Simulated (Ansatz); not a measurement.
The reference is HfS2 in the CdI2 type structure (space group P-3m1, No. 164; a = 3.547 Å, c = 5.577 Å; layered, stacked along the Cartesian z axis).

The values are results of Ansatz (a quantum-chemistry and plane-wave program) PBEsol-D3(BJ), scalar-relativistic without spin-orbit coupling, not measurements.

Strains are applied to the cell and any free atomic positions relax.

One change was made to it. Results:

The largest internal atomic displacement is 0.066 Å; the band gap changes from 0.45 eV to zero; the pressure (mean of the normal stresses, compression positive) goes from zero to 4.7 GPa; the energy rises by 20 meV/atom.

Task: What was done to the base?
(A) isotropic strain +1.50 %
(B) isotropic strain +0.50 %
(C) isotropic strain −2.50 %
(D) isotropic strain −1.50 %

Result: C, isotropic strain −2.50 %. For comparison, the band gap in the other runs: isotropic strain +1.50 % gives 0.68 eV; isotropic strain −1.50 % gives 0.19 eV; isotropic strain +0.50 % gives 0.53 eV.

The mesh was chosen for an insulator and is coarse for the gapless case. With Hf present, leaving out spin-orbit coupling can change the band edges. Stability against distortions was not tested. All final runs are without spin polarisation. A zero or small gap of HfS2 under isotropic strain −2.50 % and HfS2 under isotropic strain −1.50 % can be the functional's error rather than a property of the material.
